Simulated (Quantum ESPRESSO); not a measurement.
A working Quantum ESPRESSO input for CoSn (P6/mmm, 6 atoms in the cell) (DFT, PBE, plane waves, PSlibrary ultrasoft (PBE) pseudopotentials):

```fortran
&control
    calculation = 'scf'
    prefix = 'run'
    outdir = './out'
    pseudo_dir = './'
    tprnfor = .true.
    tstress = .true.
/
&system
    ibrav = 4
    celldm(1) = 9.8630198714
    celldm(3) = 0.798238211420
    nat = 6
    ntyp = 2
    ecutwfc = 55
    ecutrho = 330
    occupations = 'smearing'
    smearing = 'mp'
    degauss = 0.0073499
/
&electrons
    conv_thr = 1.0e-11
    mixing_beta = 0.3
/
ATOMIC_SPECIES
Co    58.9332  Co.pbe-n-rrkjus_psl.1.0.0.UPF
Sn   118.7100  Sn.pbe-dn-rrkjus_psl.1.0.0.UPF
ATOMIC_POSITIONS crystal
Co    0.0000000000    0.5000000000    0.0000000000
Co    0.5000000000    0.0000000000    0.0000000000
Co    0.5000000000    0.5000000000    0.0000000000
Sn    0.6666666667    0.3333333333    0.5000000000
Sn    0.3333333333    0.6666666667    0.5000000000
Sn    0.0000000000    0.0000000000    0.0000000000
K_POINTS automatic
5 5 6  0 0 0
```

The run converged in 17 iterations: free energy E − TS -9762.2815 eV; Fermi level (on the code's own zero) 13.95 eV; pressure 5.59 GPa. Each of these slips is then made, one at a time:

(1)
```diff
+CELL_PARAMETERS angstrom
+    5.21928500     0.00000000     0.00000000
+   -2.60964300     4.52003400     0.00000000
+    0.00000000     0.00000000     4.16623300
```

(2)
```diff
-5 5 6  0 0 0
+5 5 6
```

### Question
How does each altered input end?

### Answer

(1) The cell or its scale given twice. The program stopped before any SCF iteration.
```
Error in routine cell_base_init (2):
redundant data for cell parameters
```

(2) An automatic mesh without its three shifts. The program stopped before any SCF iteration.
```
Error in routine card_kpoints (1):
end of file while reading automatic k points
```

The starting cell comes from a database of computed structures (which also holds hypothetical and non-ambient phases and stackings), without a prior relaxation at this level. Its lattice was rescaled by a random factor within 2.5 % of one. Spin polarisation is off. In the base run, with a pressure of about 6 GPa the cell is away from its equilibrium volume at this level.

Left out of this page: 5 runs of the series outside the window shown, repeating another row's setting, or not comparable.
